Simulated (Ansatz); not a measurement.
# SiGe (model structure, Pmma, No. 51, 4 atoms in the cell)

All values below come from PBEsol (Ansatz, a quantum-chemistry and plane-wave program, plane waves, PAW).

Settings: plane-wave cutoff 520 eV, 10×10×6 k mesh (along the axes of the cell as run), Fermi–Dirac smearing 0.01 eV, scalar-relativistic PAW data made under PBE.

Cell (relaxed at this level):

```xyz
4
Lattice="3.9178 0.0000 0.0000 0.0000 3.9233 0.0000 0.0000 0.0000 5.5413" Properties=species:S:1:pos:R:3 pbc="T T T"
Si     2.9383     0.0000     4.8777
Si     0.9794     0.0000     0.6636
Ge     0.9794     1.9617     2.0458
Ge     2.9383     1.9617     3.4956
```

```json
{
  "band_gap": "0.28 eV (indirect)",
  "smallest_direct_gap_on_the_k_points_sampled": "0.49 eV"
}
```

Note: the relaxation could raise the start's symmetry but not lower it, so the cell can be a saddle point.

Spin–orbit coupling is not included.

Computed values are for the static lattice.

Cost on a shared machine: roughly 21 core-seconds.

A model structure was made by putting elements into a prototype or built by hand; it is no filed structure, need not be a known phase, and can be a saddle point held by its symmetry.
